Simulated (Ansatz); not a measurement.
## How the equilibrium lattice constant a of NbSi (model structure, started from the TiAs type, P6₃/mmc, No. 194, 8 atoms in the cell) moves with the method

No measured value is used here.

| level (code) | value (Å) |
|---|---|
| PBE (Ansatz) | 3.570 |
| PBEsol (Ansatz) | 3.532 |
| PBE-D3(BJ) (Ansatz) | 3.521 |

Ansatz's density-functional and Hartree–Fock values are scalar-relativistic unless marked +SOC, with PAW data made under PBE.

A model structure was made by putting elements into a prototype or built by hand; it is no filed structure, need not be a known phase, and can be a saddle point held by its symmetry.

Ansatz is a first-principles code.
